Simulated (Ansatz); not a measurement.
Base system: ZnS in the zinc blende structure (space group F-43m, No. 216).

```
ZnS
1.0
    0.00000     2.64841     2.64841
    2.64841     0.00000     2.64841
    2.64841     2.64841     0.00000
Zn S
1 1
Direct
  0.00000   0.00000   0.00000
  0.75000   0.75000   0.75000
```

The values are results of LDA in Ansatz (plane waves to 420 eV, PAW, scalar-relativistic without spin-orbit coupling), not measurements.

For the base:

| Property | Value |
|---|---|
| Electron mass | 0.17 mₑ (at Γ) |
| Width of the top valence band | 3.01 eV |

Now apply this change: hydrostatic tension (pressure −2 GPa).

Q: What does the calculation give for the mean gap deformation potential ΔEg/Δln V after the change?

A: The mean gap deformation potential ΔEg/Δln V amounts to -4.5 eV.

Q: How does this affect the electron mass?

A: The electron mass becomes 0.16 mₑ (at Γ) (base: 0.17 mₑ (at Γ)).

Q: How does this affect the width of the top valence band?

A: The width of the top valence band falls by 0.10 eV, from 3.01 eV to 2.91 eV.

Load acts through the strain it causes; cell and atoms are relaxed under it. Effective masses come from finite differences of ±0.01 Å⁻¹. Whether these cells are dynamically stable was not tested.

Ansatz is an electronic-structure program.
